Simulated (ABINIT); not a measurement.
A self-consistent single point of ZnFe3C (Pm-3m, 5 atoms in the cell) with ABINIT

Level of theory: PBEsol, PAW (JTH v2.0 PBE PAW, files made for PBE) (plane waves; ABINIT).

The input file:

```
# ZnFe3C, JTH v2.0 PBE PAW
pp_dirpath "./"
pseudos "Zn.GGA_PBE-JTH.xml, Fe.GGA_PBE-JTH.xml, C.GGA_PBE-JTH.xml"
acell 3*1.0 Angstrom
rprim
         3.7728900000    0.0000000000    0.0000000000
         0.0000000000    3.7728900000    0.0000000000
         0.0000000000    0.0000000000    3.7728900000
natom 5
ntypat 3
znucl 30 26 6
typat 1 2 2 2 3
xcart
         0.0000000000    0.0000000000    0.0000000000
         1.8864450000    0.0000000000    1.8864450000
         0.0000000000    1.8864450000    1.8864450000
         1.8864450000    1.8864450000    0.0000000000
         1.8864450000    1.8864450000    1.8864450000
      Angstrom
ecut 30
pawecutdg 60
pawovlp -1
ixc -116133
nsppol 2
spinat
      0 0 0
      0 0 4
      0 0 4
      0 0 4
      0 0 0
occopt 3
tsmear 0.00499791
nband 48
kptopt 1
ngkpt 7 7 7
nshiftk 1
shiftk 0 0 0
nstep 80
toldfe 1.0e-09
prtwf 0
prtden 0
prtvol 1
```

The program printed (abridged):

```
 Symmetries : space group Pm -3 m (#221); Bravais cP (primitive cubic)

 -outvars: echo values of preprocessed input variables --------
            acell      1.8897261329E+00  1.8897261329E+00  1.8897261329E+00 Bohr
             ecut      3.00000000E+01 Hartree
              ixc     -116133
         kptrlatt        7    0    0      0    7    0      0    0    7
          kptrlen      4.99081018E+01
            natom           5
            nband          48
            ngfft          36      36      36
          ngfftdg          50      50      50
             nkpt          20
           nspden           2
           nsppol           2
            nstep          80
             nsym          48
           ntypat           3
           occopt           3
        pawecutdg      6.00000000E+01 Hartree
          pawovlp     -1.0000000000E+00
            rprim      3.7728900000E+00  0.0000000000E+00  0.0000000000E+00
                       0.0000000000E+00  3.7728900000E+00  0.0000000000E+00
                       0.0000000000E+00  0.0000000000E+00  3.7728900000E+00
          spgroup         221
           spinat      0.0000000000E+00  0.0000000000E+00  0.0000000000E+00
                       0.0000000000E+00  0.0000000000E+00  4.0000000000E+00
                       0.0000000000E+00  0.0000000000E+00  4.0000000000E+00
                       0.0000000000E+00  0.0000000000E+00  4.0000000000E+00
                       0.0000000000E+00  0.0000000000E+00  0.0000000000E+00
           toldfe      1.00000000E-09 Hartree
           tsmear      4.99791000E-03 Hartree
            typat      1  2  2  2  3
           useylm           1
             xred      0.0000000000E+00  0.0000000000E+00  0.0000000000E+00
                       5.0000000000E-01  0.0000000000E+00  5.0000000000E-01
                       0.0000000000E+00  5.0000000000E-01  5.0000000000E-01
                       5.0000000000E-01  5.0000000000E-01  0.0000000000E+00
                       5.0000000000E-01  5.0000000000E-01  5.0000000000E-01
            znucl       30.00000   26.00000    6.00000

== DATASET  1 ==================================================================

 Real(R)+Recip(G) space primitive vectors, cartesian coordinates (Bohr,Bohr^-1):
 R(1)=  7.1297288  0.0000000  0.0000000  G(1)=  0.1402578  0.0000000  0.0000000
 R(2)=  0.0000000  7.1297288  0.0000000  G(2)=  0.0000000  0.1402578  0.0000000
 R(3)=  0.0000000  0.0000000  7.1297288  G(3)=  0.0000000  0.0000000  0.1402578
 Unit cell volume ucvol=  3.6242574E+02 bohr^3
 Angles (23,13,12)=  9.00000000E+01  9.00000000E+01  9.00000000E+01 degrees

 Coarse grid specifications (used for wave-functions):

 getcut: wavevector=  0.0000  0.0000  0.0000  ngfft=  36  36  36
         ecut(hartree)=     30.000   => boxcut(ratio)=   2.04788

 Fine grid specifications (used for densities):

 getcut: wavevector=  0.0000  0.0000  0.0000  ngfft=  50  50  50
         ecut(hartree)=     60.000   => boxcut(ratio)=   2.01120

   6.77504158E+03                                ecore*ucvol(ha*bohr**3)

_setup2: Arith. and geom. avg. npw (full set) are    2844.207    2844.197
--- !BeginCycle
solver: {iscf: 17, nstep: 80, nline: 4, wfoptalg: 10, }
tolerances: {toldfe: 1.00E-09, }
...

     iter   Etot(hartree)     deltaE(h) residm    nres2    magn
 ETOT  1  -420.12509399285    -4.20E+02 3.96E+00 2.46E+03 6.618
 ETOT  2  -461.52294078398    -4.14E+01 3.67E+00 9.45E+03 0.142
 ETOT  3  -444.18693959232     1.73E+01 3.34E+01 1.34E+03 2.824
 ETOT  4  -443.30622679314     8.81E-01 5.74E-01 2.00E+02 4.313
 ETOT  5  -443.13706234376     1.69E-01 2.91E-01 5.05E+01 4.832
 ETOT  6  -443.12731943739     9.74E-03 3.72E-01 1.10E+01 4.884
   [... 15 lines left out ...]
 ETOT 22  -443.11904318357    -2.80E-10 3.34E-04 8.53E-08 4.172
 ETOT 23  -443.11904318496    -1.39E-09 2.72E-04 5.65E-08 4.172
 ETOT 24  -443.11904318597    -1.01E-09 1.88E-04 2.04E-09 4.172
 ETOT 25  -443.11904318609    -1.28E-10 1.86E-04 3.13E-09 4.172
 ETOT 26  -443.11904318611    -1.56E-11 1.05E-04 1.20E-09 4.172
 At SCF step   26, etot is converged :
  for the second time, diff in etot=  1.558E-11 < toldfe=  1.000E-09

 Cartesian components of stress tensor (hartree/bohr^3)
  sigma(1 1)=  3.11632169E-04  sigma(3 2)=  0.00000000E+00
  sigma(2 2)=  3.11632169E-04  sigma(3 1)=  0.00000000E+00
  sigma(3 3)=  3.11632169E-04  sigma(2 1)=  0.00000000E+00

 Integrated electronic and magnetization densities in atomic spheres:
 Radius=ratsph(iatom), smearing ratsm=  0.0000. Diff(up-dn)=approximate z local magnetic moment.
 Atom    Radius    up_density   dn_density  Total(up+dn)  Diff(up-dn)
    1   2.30770     5.390370     5.450295     10.840665    -0.059925
    2   2.11532     7.999455     6.520671     14.520126     1.478783
    3   2.11532     7.999455     6.520671     14.520126     1.478783
    4   2.11532     7.999455     6.520671     14.520126     1.478783
    5   1.50737     1.219494     1.329973      2.549467    -0.110480
  Sum:             30.608228    26.342283     56.950511     4.265946
 Total magnetization (from the atomic spheres):             4.265946
 Total magnetization (exact up - dn):                       4.171719

 ----iterations are completed or convergence reached----

 reduced coordinates (array xred) for    5 atoms
       0.000000000000      0.000000000000      0.000000000000
       0.500000000000      0.000000000000      0.500000000000
       0.000000000000      0.500000000000      0.500000000000
       0.500000000000      0.500000000000      0.000000000000
       0.500000000000      0.500000000000      0.500000000000
 cartesian forces (eV/Angstrom) at end:
    1     -0.00000000000000    -0.00000000000000    -0.00000000000000
    2     -0.00000000000000    -0.00000000000000    -0.00000000000000
    3     -0.00000000000000    -0.00000000000000    -0.00000000000000
    4     -0.00000000000000    -0.00000000000000    -0.00000000000000
    5     -0.00000000000000    -0.00000000000000    -0.00000000000000
 frms,max,avg= 0.0000000E+00 0.0000000E+00   0.000E+00  0.000E+00  0.000E+00 e/A
 length scales=  1.889726132886  1.889726132886  1.889726132886 bohr
   [... lines left out ...]
 Fermi (or HOMO) energy (hartree) =   0.35610   Average Vxc (hartree)=  -0.45785
   [... lines left out ...]
   1.00000    1.00000    1.00000    1.00000    1.00000    1.00000    1.00000    1.00000
   1.00000    1.00000    1.00000    1.00000    1.00000    1.00000    1.00000    1.00000
   1.00000    1.00000    1.00000    1.00000    1.00000    1.00000    1.00000    1.00000
   1.00000    1.00000    1.00000    0.41833    0.41833    0.06599    0.06599    0.06599
   0.00010    0.00010    0.00010    0.00006    0.00000    0.00000    0.00000    0.00000
   0.00000    0.00000    0.00000    0.00000    0.00000    0.00000    0.00000    0.00000
 prteigrs : prtvol=0 or 1, do not print more k-points.

--- !EnergyTerms
comment             : Components of total free energy in Hartree
kinetic             :  4.68785465036313E+01
hartree             :  9.28023885006106E+01
xc                  : -1.41830844702249E+01
Ewald energy        : -3.02441642529453E+02
psp_core            :  1.86935992439400E+01
local_psp           : -2.67777134024961E+02
spherical_terms     : -1.70818831075205E+01
internal            : -4.43109209883977E+02
'-kT*entropy'       : -9.83851619729887E-03
total_energy        : -4.43119048400175E+02
total_energy_eV     : -1.20578825216951E+04
...

-Cartesian components of stress tensor (GPa)         [Pressure= -9.1685E+00 GPa]
- sigma(1 1)=  9.16853341E+00  sigma(3 2)=  0.00000000E+00
- sigma(2 2)=  9.16853341E+00  sigma(3 1)=  0.00000000E+00
- sigma(3 3)=  9.16853341E+00  sigma(2 1)=  0.00000000E+00

 Calculation completed.
```

The run converged in 26 iterations.

The starting cell comes from a database of computed structures (which also holds hypothetical and non-ambient phases and stackings), without a prior relaxation at this level. The magnetic order is the one reached from the typed start; others were not searched systematically. The potentials were made for another functional than the one used. With a pressure of about -9 GPa the cell is away from its equilibrium volume at this level.

These are the values that this program gave, and no reference: the one-centre exchange-correlation terms come from a truncated expansion.

Cost on one core of a shared machine: roughly 4 min.
